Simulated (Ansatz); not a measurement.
Cl on the 1x1 (0001) surface of hcp Ru, one in a 3x3 cell, energies for each (57.7 Å²). Energies are against ½ Cl2(g), without zero-point or thermal terms; each row is named by its start.

Computed with PBE (plane waves to 420 eV, PAW; Ansatz, a program for electronic structure).

Slab: 37 atoms, 6.3 Å thick at the start under the adsorbate (thin: gaps and levels are the slab's own); k 4x4x1, smearing 0.1 eV, dipole-corrected; 18 atoms held, the rest relaxed; each run with such symmetry as its start has; no spin, no spin-orbit, no U, no dispersion correction.

A negative adsorption energy means that the adsorbate is more stable on the surface than in its reference. Heights count from the host atoms within 0.3 Å of the top one.

```json
[
 {"starting site": "top Ru", "E_ads (eV)": "?", "height (Å)": "?", "nearest host atom (Å)": "Ru 2.31", "bonded to": "Ru", "Δ work function (eV)": "?", "lateral drift (Å)": "0.0"},
 {"starting site": "hollow Ru-Ru-Ru", "E_ads (eV)": "-2.36", "height (Å)": "1.94", "nearest host atom (Å)": "Ru 2.49", "bonded to": "3 Ru", "Δ work function (eV)": "-0.08", "lateral drift (Å)": "0.0"},
 {"starting site": "hollow Ru-Ru-Ru over Ru at depth 2.1 Å", "E_ads (eV)": "?", "height (Å)": "1.92", "nearest host atom (Å)": "Ru 2.47", "bonded to": "3 Ru", "Δ work function (eV)": "-0.11", "lateral drift (Å)": "0.0"}
]
```

Complete the blanks.


- top Ru, E_ads (eV): -1.77
- top Ru, height (Å): 2.32
- top Ru, Δ work function (eV): 0.40
- hollow Ru-Ru-Ru over Ru at depth 2.1 Å, E_ads (eV): -2.32
